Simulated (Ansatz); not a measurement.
Cost against accuracy: kpoints.mp_grid.grid for ZnTcO3 (Pnma, 20 atoms in the cell)

Cell: a = 5.1935 Å, b = 7.3281 Å, c = 5.1762 Å, α = 90.00°, β = 90.00°, γ = 90.00°.

Computed with PBEsol, default PAW files made with PBE (plane waves; Ansatz, an electronic-structure program).

Base settings: basis.ecutwfc = 500 eV; kpoints.mp_grid.grid = 3 3 3; hamiltonian.xc = pbesol; hamiltonian.pseudopotentials = {kind: paw} (the program's default PAW files); scf.occupations.method = methfessel_paxton; scf.occupations.width = 0.272 eV.

Misses are taken against the tightest run, 10 7 10, which need not be fully converged itself. The energy is the free energy per atom.

The count of work is k-points × plane waves × bands × iterations; it is no time, and leaves out set-up, grids and terms that scale otherwise. Core times come from one kind of shared machine and are given to one figure; runs under 30 s give none.

The starting cell was generated: these elements placed on a structure prototype, without a prior relaxation; it need not be a known phase or ordering of this composition. Spin polarisation is off. In the base run, with a pressure of about 27 GPa the cell is away from its equilibrium volume at this level. In the base run, forces exceed 1 eV/Å. Ansatz's pressure includes its estimate of the finite-basis (Pulay) stress. Without a gap this mesh is coarse (it stands for a supercell whose shortest vector is 16 Å).

The runs (kpoints.mp_grid.grid): 1 1 1 | 2 1 2 | 2 2 2 | 3 2 3 | 3 3 3 | 4 3 4 | 5 3 5 | 5 4 5 | 6 5 6 | 7 5 7 | 9 6 9 | 10 7 10.

Q: Which is the coarsest setting among those run that, with all tighter ones, holds the energy within 20 meV/atom of the reference, and what does it save?

A: 2 1 2, off by 7.7 meV/atom; it needs 0.028 of the reference's count of work.

Q: Which is the coarsest setting among those run that, with all tighter ones, holds the energy within 5 meV/atom of the reference, and what does it save?

A: 4 3 4, off by 2.1 meV/atom; it needs 0.12 of the reference's count of work and about 0.1 of the reference's time.

Q: What does the step from 4 3 4 to 9 6 9 buy?

A: It takes the miss in the energy from 2.1 to 0.06 meV/atom, for 5.6 times the count of work and roughly 6 times the time.

```csv
kpoints.mp_grid.grid,energy less reference (meV/atom),pressure less reference (GPa),largest difference in the force on any atom (eV/Å),count of work / reference,core time / reference (rough)
1 1 1,-69.25,-3.26,0.296,0.0076,–
2 1 2,-7.72,-0.65,0.636,0.028,–
2 2 2,8.10,0.32,0.067,0.056,–
3 2 3,7.12,0.00,0.125,0.056,–
3 3 3,5.59,0.27,0.067,0.056,–
4 3 4,2.11,0.09,0.040,0.12,0.1
5 3 5,1.46,0.04,0.043,0.12,0.1
5 4 5,-0.53,-0.03,0.020,0.19,0.2
6 5 6,0.08,0.02,0.011,0.33,0.3
7 5 7,-0.07,-0.02,0.014,0.33,0.3
9 6 9,0.06,0.01,0.004,0.69,0.6
10 7 10,0.00,0.00,0.000,1.0,1
```

Keys are those of Ansatz 0.2.
